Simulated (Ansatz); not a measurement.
PBE against r2SCAN: BaTiO3, pressure 75 GPa

Base system: BaTiO3 (space group P4mm, No. 99; a = 3.985 Å, c = 4.204 Å).

(Cell as relaxed with PBE.)

Levels (all Ansatz, a first-principles code, PAW, earlier PAW set): PBE (420 eV, no SOC); r2SCAN (500 eV, no spin-orbit coupling).

Each level relaxes its own structure.

| base | PBE | r2SCAN |
|---|---|---|
| volume per atom | 13.35 Å³ | 12.98 Å³ |
| lattice parameter a | 3.985 Å | 3.973 Å |
| band gap | 1.85 eV | 2.23 eV |

Now apply this change: cell and atoms relaxed at a pressure of 75 GPa.

| quantity | PBE | r2SCAN |
|---|---|---|
| hole mass (degenerate bands, along [100]) | 0.26, 0.80, 0.80 mₑ (at Γ) | … |
| band gap | 2.00 eV | … |
| shift of the gap caused by the change | +0.15 eV | … |

Problem. Predict the r2SCAN column.

Solution. 
- hole mass (degenerate bands, along [100]), r2SCAN: 0.29, 0.93, 0.93 mₑ (at Γ)
- band gap, r2SCAN: 2.43 eV
- shift of the gap caused by the change, r2SCAN: +0.19 eV

PBE's band gap lies 0.43 eV below r2SCAN's; PBE's shift of the gap caused by the change lies 0.04 eV below r2SCAN's. Neither level is exact; r2SCAN is the comparison here, not a measurement.

Load acts through the strain it causes; cell and atoms are relaxed under it. Masses are band curvatures over ±0.01 Å⁻¹ around the edge. Stability against distortions was not tested. Competing high-pressure phases were not computed. The final runs are not spin-polarised. Along this pressure series the structure jumps between pressure 7 GPa and pressure 15 GPa; cells beyond that are another form of it.
